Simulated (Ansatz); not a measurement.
The parent structure is Zr in the hcp (Mg type) structure (space group P6_3/mmc, No. 194; a = 3.144 Å, c = 5.093 Å; relaxed with 0.1 eV smearing). Axes: x lies along a and z along c of the hexagonal cell.

Structures relaxed with DFT with LDA, PAW potentials and a 420 eV plane-wave cutoff in Ansatz (a quantum-chemistry and plane-wave program), without spin-orbit coupling.

Base:

Simulated powder pattern, Cu Kα1, λ = 1.54056 Å (kinematic, ideal powder, no thermal factors, no anomalous dispersion; the 8 strongest lines at most, above 2 %, up to 2θ = 90°):

```json
[
 {"2θ (°)": "32.87", "I/Imax (%)": "24", "hkl": "(100)"},
 {"2θ (°)": "35.22", "I/Imax (%)": "26", "hkl": "(002)"},
 {"2θ (°)": "37.42", "I/Imax (%)": "100", "hkl": "(101)"},
 {"2θ (°)": "48.94", "I/Imax (%)": "15", "hkl": "(102)"},
 {"2θ (°)": "58.69", "I/Imax (%)": "18", "hkl": "(110)"},
 {"2θ (°)": "64.65", "I/Imax (%)": "20", "hkl": "(103)"},
 {"2θ (°)": "70.32", "I/Imax (%)": "20", "hkl": "(112)"},
 {"2θ (°)": "71.71", "I/Imax (%)": "14", "hkl": "(201)"}
]
```

Modification: uniaxial strain ε_xx = +1.00 %, all other strain components held at zero, atoms relaxed at fixed cell.

After the change:

Simulated powder pattern, Cu Kα1, λ = 1.54056 Å (kinematic, ideal powder, no thermal factors, no anomalous dispersion; the 8 strongest lines at most, above 2 %, up to 2θ = 90°):

```json
[
 {"2θ (°)": "32.62", "d (Å)": "2.743", "I/Imax (%)": "22", "hkl": "(100)"},
 {"2θ (°)": "35.22", "d (Å)": "2.546", "I/Imax (%)": "38", "hkl": "(002)"},
 {"2θ (°)": "37.20", "d (Å)": "2.415", "I/Imax (%)": "100", "hkl": "(101)"},
 {"2θ (°)": "37.42", "d (Å)": "2.401", "I/Imax (%)": "46", "hkl": "(011)"},
 {"2θ (°)": "48.76", "d (Å)": "1.866", "I/Imax (%)": "14", "hkl": "(102)"},
 {"2θ (°)": "58.53", "d (Å)": "1.576", "I/Imax (%)": "17", "hkl": "(110)"},
 {"2θ (°)": "64.50", "d (Å)": "1.444", "I/Imax (%)": "19", "hkl": "(103)"},
 {"2θ (°)": "70.18", "d (Å)": "1.340", "I/Imax (%)": "20", "hkl": "(112)"}
]
```

The indices refer to the base's conventional cell; one index is shown for lines that coincide. The space group is now Cmcm (No. 63).

Stability against distortions was not tested. All final runs are without spin polarisation.
